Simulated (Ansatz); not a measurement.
Pressure series in MgS

Take MgS in the rock salt structure (space group Fm-3m, No. 225; a = 5.230 Å) as the base.

Cell and atoms are relaxed at each pressure.

Levels (all Ansatz, a quantum-chemistry and plane-wave program, PAW): PBE (420 eV, without spin-orbit coupling); PBEsol (420 eV, no spin-orbit coupling).

The base cell above is that of PBE; each level relaxes its own structures.

```
case              band gap, PBE  band gap, PBEsol
----------------  -------------  ----------------
pressure −2 GPa         2.70 eV           2.67 eV
pressure −1 GPa         2.73 eV           2.70 eV
pressure 0.3 GPa        2.77 eV           2.73 eV
pressure 0.7 GPa        2.78 eV           2.74 eV
pressure 1.5 GPa        2.80 eV           2.76 eV
pressure 3 GPa          2.84 eV           2.80 eV
pressure 5 GPa          2.88 eV           2.84 eV
pressure 7.5 GPa        2.94 eV           2.88 eV
pressure 10 GPa         2.98 eV           2.92 eV
```

PBE lies above PBEsol in every row, by 0.02 eV to 0.06 eV. They put the cases in the same order.

Load acts through the strain it causes; cell and atoms are relaxed under it. Stability against distortions was not tested. Competing high-pressure phases were not computed. The base started in P3_121 and relaxed to Fm-3m at this level.
